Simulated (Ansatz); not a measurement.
Sensitivity of a calculation on AlN (P6_3mc, 4 atoms in the cell) to its settings

```
CELL_PARAMETERS angstrom
      3.14361     0.00000     0.00000
     -1.57180     2.72244     0.00000
      0.00000     0.00000     5.04104
ATOMIC_POSITIONS crystal
  Al 0.66667 0.33333 0.49929
  Al 0.33333 0.66667 0.99929
  N  0.66667 0.33333 0.88071
  N  0.33333 0.66667 0.38071
```

Base run A: HSE06, default PAW files made with PBE (Ansatz, a first-principles code), self-consistent single point.

Its settings: basis.ecutwfc = 420 eV; kpoints.mp_grid.grid = 10 10 5; hamiltonian.xc = hse06; hamiltonian.pseudopotentials = {kind: paw} (the program's default PAW files); scf.occupations.method = gaussian; scf.occupations.width = 0.01 eV.

The starting cell comes from a database of computed structures (which also holds hypothetical and non-ambient phases and stackings), without a prior relaxation at this level. Its lattice was rescaled by a random factor within 2.5 % of one. In the base run, with a pressure of about -8 GPa the cell is away from its equilibrium volume at this level. Ansatz's pressure includes its estimate of the finite-basis (Pulay) stress.

ΔF is the free energy per atom less that of run A. A dash stands where there is no value to compare (another energy zero or no entropy term, no result, no spin, no clean gap, or a mesh too coarse for one). Total energies depend on the potentials, the functional and any Hubbard or dispersion term, so they are compared only between runs that share all of them.

Run A gave: pressure (GPa) -7.71; gap on the mesh (eV) 5.258.

Runs:
- B: hamiltonian.xc: hse06 → pbe [PBE]
- C: hamiltonian.xc: hse06 → pbe0 [PBE0]
- D: kpoints.mp_grid.shift: default → 0 0 0.5
- E: scf.convergence.dr2_threshold: default (1e-07 eV) → 1e-05 eV
- F: scf.eigensolver.kind: default (the program chose davidson) → davidson
- G: scf.mixing.preconditioner: default (the program chose none) → kerker; scf.mixing.q_tf: default → 3

**Question.** What does run C change against A?

**Answer.** The pressure moves little (-7.71 to -7.78 GPa), the largest force stays at 0.001 eV/Å and the gap on the mesh goes from 5.258 to 5.976 eV.

**Question.** What does run B change against A?

**Answer.** The pressure goes from -7.71 to -2.46 GPa and the gap on the mesh goes from 5.258 to 3.923 eV.

**Question.** What does run D change against A?

**Answer.** The free energy stays essentially unchanged (within 1 meV/atom), the pressure stays at -7.71 GPa and the gap on the mesh goes from 5.258 to 5.621 eV.

| run | ΔF (meV/atom) | pressure (GPa) | gap on the mesh (eV) |
|---|---|---|---|
| A | 0.00 | -7.71 | 5.258 |
| B | – | -2.46 | 3.923 |
| C | – | -7.78 | 5.976 |
| D | -0.02 | -7.71 | 5.621 |
| E | 0.00 | -7.71 | 5.258 |
| F | 0.00 | -7.71 | 5.258 |
| G | 0.00 | -7.71 | 5.258 |

Keys are those of Ansatz 0.2.
